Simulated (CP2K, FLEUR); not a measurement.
A CP2K input for a self-consistent single point of Al2Pd (P1, 3 atoms in the cell) (DFT PBEsol, GPW, DZVP-MOLOPT-SR-GTH basis, GTH-PBE potentials (GTH_POTENTIALS)):

```
&GLOBAL
  PROJECT scf
  RUN_TYPE ENERGY_FORCE
  PRINT_LEVEL MEDIUM
&END GLOBAL
&FORCE_EVAL
  METHOD Quickstep
  STRESS_TENSOR ANALYTICAL
  &DFT
    BASIS_SET_FILE_NAME BASIS_MOLOPT
    POTENTIAL_FILE_NAME GTH_POTENTIALS
    &QS
      METHOD GPW
      EPS_DEFAULT 1E-10
    &END QS
    &MGRID
      CUTOFF 500
      REL_CUTOFF 60
      NGRIDS 5
    &END MGRID
    &SCF
      SCF_GUESS ATOMIC
      EPS_SCF 1E-6
      MAX_SCF 100
      ADDED_MOS 5
      &DIAGONALIZATION
        ALGORITHM STANDARD
      &END DIAGONALIZATION
      &MIXING
        METHOD BROYDEN_MIXING
        ALPHA 0.2
        NBUFFER 8
      &END MIXING
      &SMEAR ON
        METHOD GAUSSIAN
        SIGMA [eV] 0.136
      &END SMEAR
    &END SCF
    &KPOINTS
      SCHEME MONKHORST-PACK 7 7 7
    &END KPOINTS
    &XC
      &XC_FUNCTIONAL
        &PBE
          PARAMETRIZATION PBESOL
        &END PBE
      &END XC_FUNCTIONAL
    &END XC
    &PRINT
      &MO
        EIGENVALUES T
        OCCUPATION_NUMBERS T
        NDIGITS 8
        FILENAME mo
        &EACH
          QS_SCF 0
        &END EACH
        ADD_LAST NUMERIC
      &END MO
      &MULLIKEN ON
      &END MULLIKEN
    &END PRINT
  &END DFT
  &SUBSYS
    &CELL
      ABC 4.17127200 4.17127242 4.17127269
      ALPHA_BETA_GAMMA 59.99999981 60.00000549 60.00000331
      PERIODIC XYZ
    &END CELL
    &COORD
      SCALED
      Al       0.23476700     0.26528500     0.24210000
      Al       0.76397900     0.74862800     0.75352500
      Pd       0.00125300    -0.01391300     0.00437500
    &END COORD
    &KIND Al
      BASIS_SET DZVP-MOLOPT-SR-GTH
      POTENTIAL GTH-PBE-q3
    &END KIND
    &KIND Pd
      BASIS_SET DZVP-MOLOPT-SR-GTH
      POTENTIAL GTH-PBE-q18
    &END KIND
  &END SUBSYS
  &PRINT
    &FORCES ON
    &END FORCES
    &STRESS_TENSOR ON
    &END STRESS_TENSOR
  &END PRINT
&END FORCE_EVAL
```

Problem. Write the same calculation as an input for FLEUR.

Solution. This is the input that was run; spellings and numerical settings could be chosen otherwise.

Input of the input generator:

```
Al2Pd crystal
&input film=f /
0.0000000000 0.7071067812 0.7071067812
0.7071067812 -0.0000000000 0.7071067812
0.7071067812 0.7071067812 -0.0000000000
7.8825624266
1.0 1.0 1.0

3
13 0.2347670000 0.2652850000 0.2421000000
13 0.7639790000 0.7486280000 0.7535250000
46 0.0012530000 -0.0139130000 0.0043750000

&comp jspins=1 /
&exco xctyp='PBEs' /
&kpt div1=7 div2=7 div3=7 /
&end /
```

```xml
<?xml version="1.0" encoding="UTF-8" standalone="no"?>
<fleurInput fleurInputVersion="0.39">
   <comment>
      Al2Pd crystal                                                                                       
   </comment>
   <calculationSetup>
      <cutoffs Kmax="4.5" Gmax="22.5" GmaxXC="22.5" numbands="0"/>
      <scfLoop itmax="60" minDistance="0.00001" maxIterBroyd="99" imix="Anderson" alpha="0.05" precondParam="0.0" spinf="2.0"/>
      <coreElectrons ctail="T" frcor="F" kcrel="0" coretail_lmax="0"/>
      <xcFunctional name="PBEs" relativisticCorrections="F"/>
      <magnetism jspins="1"/>
      <soc l_soc="F" theta="0.0" phi="0.0" spav="F"/>
      <expertModes spex="0" secvar="F"/>
      <geometryOptimization l_f="T" forcealpha="1.0" forcemix="BFGS" epsdisp="0.00001" epsforce="0.00001"/>
      <ldaU l_linMix="F" mixParam="0.05" spinf="1.0"/>
   </calculationSetup>
   <cell>
      <bzIntegration valenceElectrons="40.0" mode="gauss" fermiSmearingEnergy="0.00499791">
         <kPointListSelection listName="default-1"/>
         <!-- k-points included here -->
         <xi:include xmlns:xi="http://www.w3.org/2001/XInclude" href="kpts.xml"> </xi:include>
      </bzIntegration>
      <!-- symmetry operations included here -->
      <xi:include xmlns:xi="http://www.w3.org/2001/XInclude" href="sym.xml"> </xi:include>
      <bulkLattice scale="1.0">
         <bravaisMatrix>
            <row-1>    0.0000000000000000     5.5738133450811871     5.5738133450811871</row-1>
            <row-2>    5.5738133450811871     0.0000000000000000     5.5738133450811871</row-2>
            <row-3>    5.5738133450811871     5.5738133450811871     0.0000000000000000</row-3>
         </bravaisMatrix>
      </bulkLattice>
   </cell>
   <atomSpecies>
      <species name="Aluminum (Al)" element="Al" atomicNumber="13">
         <mtSphere radius="1.92" gridPoints="635" logIncrement="0.018"/>
         <atomicCutoffs lmax="7" lnonsphr="5"/>
         <electronConfig flipSpins="F">
            <coreConfig>(1s1/2)</coreConfig>
            <valenceConfig>(2s1/2) (2p1/2) (2p3/2) (3s1/2) (3p1/2) (3p3/2)</valenceConfig>
            <stateOccupation state="(3p1/2)" spinUp="0.1666666666667" spinDown="0.1666666666667"/>
            <stateOccupation state="(3p3/2)" spinUp="0.3333333333333" spinDown="0.3333333333333"/>
         </electronConfig>
         <energyParameters s="3" p="3" d="3" f="4"/>
         <lo type="SCLO" l="0" n="2" eDeriv="0"/>
         <lo type="SCLO" l="1" n="2" eDeriv="0"/>
         <lo type="SCLO" l="2" n="3" eDeriv="2"/>
         <lo type="SCLO" l="3" n="4" eDeriv="2"/>
      </species>
      <species name="Palladium (Pd)" element="Pd" atomicNumber="46">
         <mtSphere radius="2.54" gridPoints="843" logIncrement="0.015"/>
         <atomicCutoffs lmax="10" lnonsphr="8"/>
         <electronConfig flipSpins="F">
            <coreConfig>(1s1/2) (2s1/2) (2p1/2) (2p3/2) (3s1/2) (3p1/2) (3p3/2) (3d3/2) (3d5/2)</coreConfig>
            <valenceConfig>(4s1/2) (4p1/2) (4p3/2) (5s1/2) (4d3/2) (4d5/2)</valenceConfig>
            <stateOccupation state="(5s1/2)" spinUp="0.5" spinDown="0.5"/>
            <stateOccupation state="(4d3/2)" spinUp="1.8" spinDown="1.8"/>
            <stateOccupation state="(4d5/2)" spinUp="2.7" spinDown="2.7"/>
         </electronConfig>
         <energyParameters s="5" p="5" d="4" f="4"/>
         <lo type="SCLO" l="0" n="4" eDeriv="0"/>
         <lo type="SCLO" l="1" n="4" eDeriv="0"/>
         <lo type="SCLO" l="1" n="4" eDeriv="1"/>
         <lo type="SCLO" l="2" n="4" eDeriv="2"/>
         <lo type="SCLO" l="3" n="4" eDeriv="2"/>
      </species>
   </atomSpecies>
   <atomGroups>
      <atomGroup species="Aluminum (Al)">
         <relPos label="                   1">.2347670000 .2652850000 .2421000000</relPos>
         <force calculate="T" relaxXYZ="TTT"/>
      </atomGroup>
      <atomGroup species="Aluminum (Al)">
         <relPos label="                   2">-.2360210000 -.2513720000 -.2464750000</relPos>
         <force calculate="T" relaxXYZ="TTT"/>
      </atomGroup>
      <atomGroup species="Palladium (Pd)">
         <relPos label="                   3">.0012530000 -.0139130000 .0043750000</relPos>
         <force calculate="T" relaxXYZ="TTT"/>
      </atomGroup>
   </atomGroups>
   <output dos="F" band="F" slice="F">
      <checks vchk="F" cdinf="F"/>
      <bandDOS minEnergy="-.5*Htr" maxEnergy="0.5*Htr" sigma="0.015" storeEVData="T"/>
      <vacuumDOS vacdos="F" integ="F" star="F" nstars="0" locx1="0.0" locy1="0.0" locx2="0.0" locy2="0.0" nstm="0" tworkf="0.0"/>
      <unfoldingBand unfoldBand="F" supercellX="1" supercellY="1" supercellZ="1"/>
      <plotting iplot="0" polar="F">
         <plot TwoD="T" vec1="  1.0  0.0  0.0" vec2="  0.0  1.0  0.0" vec3="  0.0  0.0  1.0" zero="  0.0  0.0  0.0" file="plot"/>
      </plotting>
      <chargeDensitySlicing numkpt="0" minEigenval="0.0" maxEigenval="0.0" nnne="0" pallst="F"/>
      <specialOutput eonly="F"/>
      <magneticCircularDichroism mcd="F" energyLo="-10.0" energyUp="0.0"/>
   </output>
  <!-- We include the file relax.xml here to enable relaxations (see documentation) -->
  <xi:include xmlns:xi="http://www.w3.org/2001/XInclude" href="relax.xml"> <xi:fallback/> </xi:include>
</fleurInput>
```

Basis, cutoffs, solver keys and any potentials are the target program's own. This input uses DFT, PBEsol, all-electron FLAPW (FLEUR), scalar-relativistic valence.

The starting cell comes from a database of computed structures (which also holds hypothetical and non-ambient phases and stackings), without a prior relaxation at this level. For this run, on top of that: atoms moved at random.
